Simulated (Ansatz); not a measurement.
All values below come from PBE (plane waves to 420 eV, PAW; Ansatz, a first-principles code).

Electrostatic potential energy of an electron, averaged over planes parallel to the surface, in eV from the Fermi level, for CF2 on the 1x1 (111) surface of fcc Ag, one in a 2x2 cell, started at the site 'top Ag':

(z (Å), V (eV)): (5.30, 4.46); (5.59, 4.46); (5.89, 4.45); (6.18, 4.45); (6.48, 4.44); (6.77, 4.43); (7.07, 4.40); (7.36, 4.34); (7.66, 4.21); (7.95, 3.94); (8.24, 3.38); (8.54, 2.15); (8.83, -1.03); (9.13, -6.25); (9.42, -10.59); (9.72, -12.01); (10.01, -9.98); (10.31, -5.37); (10.60, -0.63); (10.89, 0.94); (11.19, -1.09); (11.48, -5.99); (11.78, -10.43); (12.07, -12.11); (12.37, -10.35); (12.66, -5.87); (12.96, -0.98); (13.25, 0.93); (13.54, -0.92); (13.84, -5.78); (14.13, -10.28); (14.43, -12.07); (14.72, -10.44); (15.02, -6.04); (15.31, -1.14); (15.61, 0.88); (15.90, -0.86); (16.19, -5.56); (16.49, -10.07); (16.78, -11.99); (17.08, -10.50); (17.37, -6.21); (17.67, -1.13); (17.96, 1.91); (18.26, 2.85); (18.55, 2.41); (18.84, 0.96); (19.14, 0.17); (19.43, -0.73); (19.73, -1.11); (20.02, -0.40); (20.32, 1.74); (20.61, 3.76); (20.91, 4.09); (21.20, 4.20); (21.49, 4.24); (21.79, 4.25); (22.08, 4.25); (22.38, 4.25); (22.67, 4.25); (22.97, 4.25); (23.26, 4.25); (23.56, 4.25); (23.85, 4.25); (24.14, 4.25)

Model: 19-atom slab, 7.1 Å thick at the start under the adsorbate (thin: gaps and levels are the slab's own), 6x6x1 mesh, Fermi-Dirac 0.1 eV, dipole correction, 8 atoms held, the rest relaxed; symmetry of the start imposed; no spin, no spin-orbit, no U, no dispersion correction. At the end it is bonded to Ag. In PBE this state lies 0.07 eV over the lowest of the starts that converged ('bridge Ag-Ag (span 2.9 Å)').

The vacuum level lies 4.25 eV above the Fermi level over the top face and 4.46 eV above it under the bottom face.
